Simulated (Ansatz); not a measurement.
Worked example: zone-centre phonon calculation of BaSbPt (P-6m2, 3 atoms in the cell) in Ansatz (a first-principles code).

Method: LDA (PW92), default PAW files made with PBE (plane waves; Ansatz).

```xyz
3
Lattice="4.5908 0.0000 0.0000 -2.2954 3.9758 0.0000 0.0000 0.0000 5.0113" Properties=species:S:1:pos:R:3 pbc="T T T"
Ba     0.0000     0.0000     0.0000
Sb     2.2954     1.3253     2.5057
Pt     0.0000     2.6505     2.5057
```

Reference input (self-consistent single point, DFT, LDA (PW92), plane waves, default PAW files made with PBE): basis.ecutwfc = 420 eV; kpoints.mp_grid.grid = 8 8 7; hamiltonian.xc = lda; hamiltonian.pseudopotentials = {kind: paw} (the program's default PAW files); scf.occupations.method = gaussian; scf.occupations.width = 0.1 eV. This run's input differs from it in these lines:

Ansatz 0.2 input:
```diff
@@ -10,3 +10,3 @@
 basis:
-  ecutwfc: 420.0
+  ecutwfc: 355.0
 kpoints:
@@ -18,6 +18,4 @@
   occupations: { method: gaussian, width: 0.1 }
-output:
-  forces: true
-  eigenvalues: true
-  stress: true
+phonons:
+  method: dfpt
```

Log, with long lists cut:

```
SCF iter   1: F=—  HF=-24363.119269 eV  |F-HF|=—  |Δ(HF+E_count)|=         —  Δρ=5.78e-3  dr2=2.22e-2  ethr=1.77e-3  ⟨swp⟩=7.4  Hψ=10730  notcnv=0
all-band conjugate gradients solve this SCF's bands
preconditioner: auto → Kerker (q_TF=auto, 2.406 Å⁻¹)
SCF iter   2: F=—  HF=-24363.115581 eV  |F-HF|=—  |Δ(HF+E_count)|=   3.69e-3  Δρ=3.11e-3  dr2=8.83e-3  ethr=5.16e-5  ⟨swp⟩=1.7  Hψ=3282  notcnv=0
   [... lines left out ...]
SCF iter   8: F=—  HF=-24363.112453 eV  |F-HF|=—  |Δ(HF+E_count)|=   1.42e-8  Δρ=3.36e-6  dr2=1.66e-8  ethr=2.95e-10  ⟨swp⟩=2.4  Hψ=3795  notcnv=0
SCF iter   9: F=—  HF=-24363.112453 eV  |F-HF|=—  |Δ(HF+E_count)|=   1.88e-9  Δρ=1.23e-6  dr2=2.29e-9  ethr=3.87e-11  ⟨swp⟩=2.0  Hψ=3685  notcnv=0
SCF iter  10: F=—  HF=-24363.112453 eV  |F-HF|=—  |Δ(HF+E_count)|=  4.73e-10  Δρ=2.76e-7  dr2=9.80e-11  ethr=5.32e-12  ⟨swp⟩=2.1  Hψ=3733  notcnv=0
SCF iter  11: F=-24363.112453 eV  HF=-24363.112453 eV  |F-HF|=0.00e0  |Δ(HF+E_count)|=  2.18e-11  Δρ=6.28e-8  dr2=5.05e-12  ethr=1.00e-12  ⟨swp⟩=6.3  Hψ=12498  notcnv=0
SCF 1 converged in 11 iterations: F = -24363.112453 eV  dr2 = 5.05e-12
DFPT response loops at Γ: preconditioner auto → Kerker (q_TF=auto, 2.406 Å⁻¹) (partly filled bands, converged f_vac=0.000) …
Free energy (F): -24363.112453 eV
Internal energy: -24363.101276 eV  (E = F + TS)
E sigma→0 (E₀):  -24363.106864 eV
Entropy (-TS):   -0.011177 eV (-3.726 meV/atom)
Fermi energy:    10.370422 eV
--- Phonons (Γ-DFPT): 6 representative perturbations + reference, on 84 of 448 k-points (Σ response iterations 18) ---
  k mesh reduced under 4 symmetry operations, with k and −k counted as one. Each operation leaves every solved displacement unchanged or reverses it
  ASR residual: 3.762e-5 → 0.000e0 eV/Å²; symmetrization residual: 2.284e-5 eV/Å²
  ASR residual per site (eV/Å²): 2.03e-5 3.72e-5 3.76e-5
  Γ frequencies (cm⁻¹): 0.00 0.00 0.00 48.60 63.47 63.47 97.55 161.27 161.27
  non-analytic LO–TO correction: not included (Born effective charges unavailable; polar crystals: no LO–TO splitting at Γ)
```

The run converged in 11 iterations. 

Summary of the result:
| Item | Value |
|---|---|
| Free energy E − TS (on the zero of these files) | -24363.1125 eV |
| Fermi level (on the code's own zero) | 10.37 eV |
| Zone-centre frequencies (cm⁻¹; negative means imaginary) | 0, 0, 0, 49, 63, 63, 98, 161, 161 |

The starting cell comes from a database of computed structures (which also holds hypothetical and non-ambient phases and stackings), without a prior relaxation at this level. Its lattice was rescaled by up to half a per cent. Spin polarisation is off. The cutoff lies below the one recommended for these files.

Cost on one core of a shared machine: roughly 2 min.
